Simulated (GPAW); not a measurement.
# A self-consistent single point of As (R-3m, 2 atoms in the cell) with GPAW

Level of theory: PBE, GPAW PAW datasets PBE (gpaw-data 1.0.1) (plane waves; GPAW).

The input file:

```python
from ase import Atoms
from ase.units import GPa
from gpaw import GPAW, PW, FermiDirac

atoms = Atoms(['As', 'As'],
              cell=[[3.698766, -1.889400, 0.000000],
                    [3.698766, 1.889400, 0.000000],
                    [2.733624, 0.000000, 3.126979]],
              scaled_positions=[[0.227000, 0.227000, 0.227000],
                                [0.773000, 0.773000, 0.773000]],
              pbc=True)

calc = GPAW(mode=PW(550),
            xc='PBE',
            kpts={'size': (6, 6, 6), 'gamma': True},
            occupations=FermiDirac(0.1),
            nbands=-8,
            convergence={'forces': 0.001},
            symmetry={'symmorphic': False, 'tolerance': 0.0005},
            maxiter=150,
            txt='-')

atoms.calc = calc

energy = atoms.get_potential_energy()
print('Energy (eV):', round(energy, 6))
forces = atoms.get_forces()
print('Forces (eV/Ang):')
print(forces.round(5))
stress = atoms.get_stress()
print('Stress (GPa, Voigt):', (stress / GPa).round(4))
```

Log, with long lists cut:

```
Input parameters:
  convergence: {forces: 0.001}
  kpts: {gamma: True,
         size: (6, 6, 6)}
  maxiter: 150
  mode: {ecut: 550.0,
         name: pw}
  nbands: -8
  occupations: {fixmagmom: False,
                name: fermi-dirac,
                width: 0.1}
  symmetry: {symmorphic: False,
             tolerance: 0.0005}
  xc: PBE

species:
  As:
    name: Arsenic
    Z: 33.0
    valence: 5
    core: 28
    charge: 0.0
    file: As.PBE.gz

    # Using partial waves for As as LCAO basis

Reference energy: -123005.947200  # eV

Spin-paired calculation

Convergence criteria:
 Maximum [total energy] change in last 3 cyles: 0.0005 eV / valence electron
 Maximum integral of absolute [dens]ity change: 0.0001 electrons / valence electron
 Maximum integral of absolute [eigenst]ate change: 4e-08 eV^2 / valence electron
 Maximum change in the atomic [forces] across last 2 cycles: 0.001 eV/Ang OR
Maximum error relative to the maximum force is below inf
 Maximum number of scf [iter]ations: 150

Symmetries present (total): 12
Symmetries with fractional translations: 0
216 k-points: 6 x 6 x 6 Monkhorst-Pack grid + [1/12,1/12,1/12]
32 k-points in the irreducible part of the Brillouin zone
       k-points in crystal coordinates                weights
   0:     0.00000000    0.00000000    0.00000000          1/216
   1:     0.16666667    0.00000000   -0.16666667          6/216
   2:     0.16666667    0.00000000    0.00000000          6/216
   [... 7 lines left out ...]
          ...
  31:     0.50000000    0.50000000    0.50000000          1/216

Wave functions: Plane wave expansion
  Cutoff energy: 550.000 eV
  Number of coefficients (min, max): 1261, 1289
  Pulay-stress correction: 0.000000 eV/Ang^3 (de/decut=0.000000)

Occupation numbers: Fermi-Dirac:
  width: 0.1000  # eV

Eigensolver

Densities:
  Coarse grid: 24*24*24 grid
  Fine grid: 48*48*48 grid
  Total Charge: 0.000000

Density mixing:
  Method: separate
  Backend: pulay
  Linear mixing parameter: 0.05
  old densities: 5
  Damping of long wavelength oscillations: 50

Hamiltonian:
  XC and Coulomb potentials evaluated on a 48*48*48 grid
  External potential:
    NoExternalPotential

XC parameters: PBE with 2 nearest neighbor stencil

Number of atoms: 2
Number of atomic orbitals: 8
Number of bands in calculation: 13
Number of valence electrons: 10
Bands to converge: occupied

Density initialized from atomic densities
  8 bands from LCAO basis set
  5 bands from random numbers

Atomic positions and initial magnetic moments

Positions:
   0 As     2.299772    0.000000    0.709824    ( 0.0000,  0.0000,  0.0000)
   1 As     7.831384    0.000000    2.417155    ( 0.0000,  0.0000,  0.0000)

Unit cell:
           periodic     x           y           z      points  spacing
  1. axis:    yes    3.698766   -1.889400    0.000000    24     0.1303
  2. axis:    yes    3.698766    1.889400    0.000000    24     0.1303
  3. axis:    yes    2.733624    0.000000    3.126979    24     0.1303

  Lengths:   4.153396   4.153396   4.153396
  Angles:   54.117621  54.117621  54.117618

Effective grid spacing dv^(1/3) = 0.1468

     iter     time        total  log10-change:
                         energy   eigst   dens  force
iter:   1 --:--:--    -9.363311
iter:   2 --:--:--    -9.364537   -2.99  -1.16
iter:   3 --:--:--    -9.360298c  -3.12  -1.18
iter:   4 --:--:--    -9.360443c  -4.54  -2.22
iter:   5 --:--:--    -9.360211c  -5.09  -2.33
iter:   6 --:--:--    -9.360215c  -6.06  -2.81
iter:   7 --:--:--    -9.360219c  -6.69  -3.16
iter:   8 --:--:--    -9.360220c  -7.53c -3.57
iter:   9 --:--:--    -9.360219c  -7.64c -3.78
iter:  10 --:--:--    -9.360219c  -8.83c -4.31c
iter:  11 --:--:--    -9.360219c -10.51c -4.93c -4.05c

Converged after 11 iterations.

Dipole moment: (-0.000000, -0.000000, -0.000000) |e|*Ang

Energy contributions relative to reference atoms: (reference = -123005.947200)

Kinetic:        +17.364131
Potential:      -17.114526
External:        +0.000000
XC:              -9.588089
Entropy (-ST):   -0.005942
Local:           -0.018764
SIC:             +0.000000
--------------------------
Free energy:     -9.363190
Extrapolated:    -9.360219

Showing only first 2 kpts
 Kpt  Band  Eigenvalues  Occupancy
  0     3      4.86536    2.00000
  0     4      4.86537    2.00000
  0     5      8.53638    0.00000
  0     6      9.73239    0.00000

  1     3      4.89087    2.00000
  1     4      5.06361    2.00000
  1     5      7.69198    0.00028
  1     6      8.25545    0.00000

Fermi level: 6.80618

No gap
No difference between direct/indirect transitions
Energy (eV): -9.360219

Forces in eV/Ang:
  0 As    0.08280    0.00000    0.02556
  1 As   -0.08280    0.00000   -0.02556

Stress tensor:
    -0.008295    -0.000000     0.002250
    -0.000000    -0.015584    -0.000000
     0.002250     0.000000    -0.014890
Stress (GPa, Voigt): [-1.329  -2.4969 -2.3856 -0.      0.3604 -0.    ]
```

The run converged in 11 iterations. GPAW prints stress with tension positive.

The starting cell has typed, rounded lattice constants, without a prior relaxation at this level. Its lattice was rescaled by up to half a per cent.
